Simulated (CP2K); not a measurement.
**Worked example: self-consistent single point of Mg3Sc (Pm-3m, 4 atoms in the cell) in CP2K**

Computed with CP2K with PBEsol, GPW, DZVP-MOLOPT-SR-GTH basis, GTH-PBE potentials (GTH_POTENTIALS).

Input:

```
&GLOBAL
  PROJECT run
  RUN_TYPE ENERGY_FORCE
  PRINT_LEVEL MEDIUM
&END GLOBAL
&FORCE_EVAL
  METHOD Quickstep
  STRESS_TENSOR ANALYTICAL
  &DFT
    BASIS_SET_FILE_NAME BASIS_MOLOPT
    POTENTIAL_FILE_NAME GTH_POTENTIALS
    &QS
      METHOD GPW
      EPS_DEFAULT 1E-10
    &END QS
    &MGRID
      CUTOFF 1000
      REL_CUTOFF 50
      NGRIDS 5
    &END MGRID
    &SCF
      SCF_GUESS ATOMIC
      EPS_SCF 1E-6
      MAX_SCF 100
      ADDED_MOS 8
      &DIAGONALIZATION
        ALGORITHM STANDARD
      &END DIAGONALIZATION
      &MIXING
        METHOD BROYDEN_MIXING
        ALPHA 0.2
        NBUFFER 12
        BETA 1.5
      &END MIXING
      &SMEAR ON
        METHOD FERMI_DIRAC
        ELECTRONIC_TEMPERATURE [K] 580.23
      &END SMEAR
    &END SCF
    &KPOINTS
      SCHEME MONKHORST-PACK 10 10 10
      GAMMA_CENTERED T
    &END KPOINTS
    &XC
      &XC_FUNCTIONAL
        &PBE
          PARAMETRIZATION PBESOL
        &END PBE
      &END XC_FUNCTIONAL
    &END XC
    &PRINT
      &MO
        EIGENVALUES T
        OCCUPATION_NUMBERS T
        NDIGITS 8
        FILENAME mo
        &EACH
          QS_SCF 0
        &END EACH
        ADD_LAST NUMERIC
      &END MO
      &MULLIKEN ON
      &END MULLIKEN
    &END PRINT
  &END DFT
  &SUBSYS
    &CELL
      ABC 4.62551700 4.62551700 4.62551700
      ALPHA_BETA_GAMMA 90.00000000 90.00000000 90.00000000
      PERIODIC XYZ
    &END CELL
    &COORD
      SCALED
      Mg       0.50000000     0.50000000     0.00000000
      Mg       0.00000000     0.50000000     0.50000000
      Mg       0.50000000     0.00000000     0.50000000
      Sc       0.00000000     0.00000000     0.00000000
    &END COORD
    &KIND Mg
      BASIS_SET DZVP-MOLOPT-SR-GTH
      POTENTIAL GTH-PBE-q10
    &END KIND
    &KIND Sc
      BASIS_SET DZVP-MOLOPT-SR-GTH
      POTENTIAL GTH-PBE-q11
    &END KIND
  &END SUBSYS
  &PRINT
    &FORCES ON
    &END FORCES
    &STRESS_TENSOR ON
    &END STRESS_TENSOR
  &END PRINT
&END FORCE_EVAL
```

Output (repeated stretches shortened):

```
 GLOBAL| Method name                                                        CP2K
 GLOBAL| Project name                                                        run
 GLOBAL| Run type                                                   ENERGY_FORCE

 CELL| Volume [angstrom^3]:                                            98.964821
 CELL| Vector a [angstrom]:       4.626     0.000     0.000   |a| =     4.625517
 CELL| Vector b [angstrom]:       0.000     4.626     0.000   |b| =     4.625517
 CELL| Vector c [angstrom]:       0.000     0.000     4.626   |c| =     4.625517
 CELL| Angle (b,c), alpha [degree]:                                    90.000000
 CELL| Angle (a,c), beta  [degree]:                                    90.000000
 CELL| Angle (a,b), gamma [degree]:                                    90.000000
 CELL| Numerically orthorhombic:                                             YES
 CELL| Periodicity                                                           XYZ

 DFT| Spin restricted Kohn-Sham (RKS) calculation                            RKS
 DFT| Multiplicity                                                             2
 DFT| Number of spin states                                                    1
 DFT| Charge                                                                   0
 DFT| XC density smoothing                                                  NONE
 DFT| XC derivatives                                                          PW

 QS| Method:                                                                 GPW
 QS| Density plane wave grid type                        NON-SPHERICAL FULLSPACE
 QS| Number of grid levels:                                                    5
 QS| Density cutoff [a.u.]:                                                500.0
 QS| Multi grid cutoff [a.u.]: 1) grid level                               500.0
   [... lines left out ...]
 BRILLOUIN| Wavefunction type                                            COMPLEX
 BRILLOUIN| List of Kpoints [2 Pi/Bohr]                                      504
 BRILLOUIN| Number           Weight            X              Y              Z
 BRILLOUIN|     1           0.00200       -0.40000       -0.40000       -0.40000
 BRILLOUIN|     2           0.00200       -0.40000       -0.40000       -0.30000
 BRILLOUIN|     3           0.00200       -0.40000       -0.40000       -0.20000
   [... 501 lines left out ...]
 *******************************************************************************

 Extrapolation method: initial_guess

 Re-scaling the density matrix to get the right number of electrons
                  # Electrons              Trace(P)               Scaling factor
                           41                41.000                        1.000

 Number of electrons:                                                         41
 Number of occupied orbitals:                                                 21
 Number of molecular orbitals:                                                29

 Number of orbital functions:                                                 53
 Number of independent orbital functions:                                     53
 SCF WAVEFUNCTION OPTIMIZATION

  Step     Update method      Time    Convergence         Total energy    Change
     1 NoMix/Diag. 0.20E+00      -     1.39766504      -236.5254872733 -2.37E+02
     2 Broy./Diag. 0.20E+00      -     0.02152597      -236.0022818611  5.23E-01
     3 Broy./Diag. 0.20E+00      -     0.08651061      -236.1035751554 -1.01E-01
     4 Broy./Diag. 0.20E+00      -     0.05798101      -236.2337891573 -1.30E-01
     5 Broy./Diag. 0.20E+00      -     0.00831375      -236.1084782510  1.25E-01
     6 Broy./Diag. 0.20E+00      -     0.00384319      -235.9852242406  1.23E-01
     7 Broy./Diag. 0.20E+00      -     0.00383095      -235.9521114371  3.31E-02
   [... 4 lines left out ...]
    12 Broy./Diag. 0.20E+00      -     0.00001854      -235.9846248259 -1.33E-03
    13 Broy./Diag. 0.20E+00      -     0.00004080      -235.9848408394 -2.16E-04
    14 Broy./Diag. 0.20E+00      -     0.00000317      -235.9850312098 -1.90E-04
    15 Broy./Diag. 0.20E+00      -     0.00000872      -235.9849978798  3.33E-05
    16 Broy./Diag. 0.20E+00      -     0.00000016      -235.9850172065 -1.93E-05
  *** SCF run converged in    16 steps ***

  Electronic density on regular grids:        -40.9999999303        0.0000000697
  Core density on regular grids:               40.9999999993       -0.0000000007
  Total charge density on r-space grids:        0.0000000690
  Total charge density g-space grids:           0.0000000690

  Overlap energy of the core charge distribution:               0.00000000000000
  Self energy of the core charge distribution:               -527.69847875255698
  Core Hamiltonian energy:                                    150.93153658247195
  Hartree energy:                                             172.11780646445911
  Exchange-correlation energy:                                -31.33471007279517
  Electronic entropic energy:                                  -0.00117142851487
  Fermi energy:                                                 0.19068623781395

  Total energy:                                              -235.98501720653744
  Total energy (extrapolated to T->0):                       -235.98443149228001

                     Mulliken Population Analysis

 #  Atom  Element  Kind  Atomic population                           Net charge
       1     Mg       1          9.978806                              0.021194
       2     Mg       1          9.978806                              0.021194
       3     Mg       1          9.978806                              0.021194
       4     Sc       2         11.063581                             -0.063581
 # Total charge                             41.000000                  0.000000

 ENERGY| Total FORCE_EVAL ( QS ) energy [hartree]           -235.985024014875137

 FORCES| Atomic forces [hartree/bohr]
 FORCES|   Atom     x               y               z               |f|
 FORCES|      1  1.43128917E-08  1.43128425E-08  1.51267719E-08   2.52692611E-08
 FORCES|      2  1.51273448E-08  1.43129213E-08  1.43130007E-08   2.52697105E-08
 FORCES|      3  1.43130784E-08  1.51267567E-08  1.43131146E-08   2.52695119E-08
 FORCES|      4 -7.90127355E-13 -7.94918873E-13 -7.90971696E-13   1.37179936E-12
 FORCES| Sum     4.37525248E-08  4.37517256E-08  4.37520962E-08
 FORCES| Total atomic force                                       7.57808871E-08

 STRESS| Analytical stress tensor [bar]
 STRESS|                        x                   y                   z
 STRESS|      x       -2.63990697744E+04   5.20475704045E-03   5.20475689544E-03
 STRESS|      y        5.20475704045E-03  -2.63990697744E+04   5.20475655399E-03
 STRESS|      z        5.20475689544E-03   5.20475655399E-03  -2.63990697744E+04
 STRESS| 1/3 Trace                                            -2.63990697744E+04
```

The run converged in 16 iterations.

The starting cell comes from a database of computed structures (which also holds hypothetical and non-ambient phases and stackings), without a prior relaxation at this level. Its lattice was rescaled by a random factor within 2.5 % of one. Values carry the incompleteness of an atom-centred basis. The potentials were made for another functional than the one used.

Cost on one core of a shared machine: roughly 60 s.
